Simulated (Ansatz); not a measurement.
The parent structure is MgS in the rock salt structure (space group Fm-3m, No. 225; a = 5.203 Å). Axes: x, y, z lie along the cube axes.

Method: r2SCAN (Ansatz, a program for electronic structure; PAW; 500 eV plane waves; no spin-orbit coupling).

For the base:

- Band gap = 3.46 eV

Perturbation: uniaxial strain ε_zz = −2.50 %, all other strain components held at zero; the atoms relax in the strained cell.

What happens to the energy relative to the base?

The energy grows by 5.8 meV/atom.

Estimate the effect on the band gap.

The band gap shrinks by 0.07 eV, from 3.46 eV to 3.39 eV.

No phonon test of stability was made.
